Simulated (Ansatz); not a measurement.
## Response to strain in TiO2

Take TiO2 in the anatase structure (space group I4_1/amd, No. 141; a = 3.739 Å, c = 9.455 Å) as the base. Axes: x, y, z lie along a, b, c of the conventional cell.

Strains are applied to the cell and any free atomic positions relax.

Method: plane-wave PAW DFT at the LDA level (Ansatz, a first-principles code, 420 eV), scalar-relativistic without spin-orbit coupling.

Notes on the quantities. energy relative to the base: free energy F.

| change | energy relative to the base | volume per atom | band gap |
|---|---|---|---|
| base | 0 meV/atom | 11.02 Å³ | 2.08 eV |
| uniaxial strain ε_xx = −3.00 % | +13 meV/atom | 10.69 Å³ | 2.20 eV |
| uniaxial strain ε_xx = −2.40 % | +8.2 meV/atom | 10.75 Å³ | 2.17 eV |
| uniaxial strain ε_xx = −1.80 % | +4.5 meV/atom | 10.82 Å³ | 2.15 eV |
| uniaxial strain ε_xx = −1.20 % | +2.0 meV/atom | 10.89 Å³ | 2.13 eV |
| uniaxial strain ε_xx = −0.60 % | +0.5 meV/atom | 10.95 Å³ | 2.11 eV |

No phonon test of stability was made. All final runs are without spin polarisation.
